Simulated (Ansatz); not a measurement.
Take HfSiO₄ (space group I4_1/amd, No. 141; a = 6.6454 Å, c = 6.0142 Å) as the base. Axes: x, y, z lie along a, b, c of the conventional cell.

Calculations: DFT with PBE, PAW potentials and a 420 eV plane-wave cutoff in Ansatz (a program for electronic structure), no SOC.

The change: the cell is scaled by 0.9888 in all directions, atoms relaxed at fixed cell.

Predict the stress tensor and what it implies for the stiffness.

Stress of the strained cell less that of the base (GPa, compression positive):
```
   7.34    0.00    0.00
   0.00    7.34    0.00
   0.00    0.00    8.90
```

Then B = −ΔP/(ΔV/V₀) with ΔV/V₀ = -0.0332 gives secant stiffness values (nonlinear terms included at this strain): B (at held cell shape, above the free-shape value) ≈ 237 GPa.

As a check, the harmonic strain energy −½ V₀ Δσ:ε is 9.1 meV/atom; the computed energy rise is 8.7 meV/atom.

No phonon test of stability was made.
